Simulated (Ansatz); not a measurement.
Base system: AgCl in the rock salt structure (space group Fm-3m, No. 225).

```cif
data_Ag4Cl4
_chemical_formula_sum 'Ag4 Cl4'
_space_group_name_H-M_alt 'Fm-3m'
_space_group_IT_number 225
_space_group_name_Hall '-F 4 2 3'
_cell_length_a 5.44748
_cell_length_b 5.44748
_cell_length_c 5.44748
_cell_angle_alpha 90.000
_cell_angle_beta 90.000
_cell_angle_gamma 90.000
loop_
_atom_site_label
_atom_site_type_symbol
_atom_site_symmetry_multiplicity
_atom_site_Wyckoff_symbol
_atom_site_fract_x
_atom_site_fract_y
_atom_site_fract_z
_atom_site_occupancy
Ag1 Ag 4 a 0.00000 0.00000 0.00000 1
Cl1 Cl 4 b 0.50000 0.50000 0.50000 1
```
(The calculation used a cell of 2 atoms; values per cell refer to that cell.)

Computed with PBEsol/PAW in Ansatz (a quantum-chemistry and plane-wave program), spin-orbit coupling left out.

Now apply this change: an isotropic linear strain of +2.50 %, atoms relaxed at fixed cell.

Problem. What happens to the energy relative to the base and mean gap deformation potential ΔEg/Δln V?

Solution. The energy grows by 18 meV/atom; the mean gap deformation potential ΔEg/Δln V comes out as +0.2 eV.

Stability against distortions was not tested.
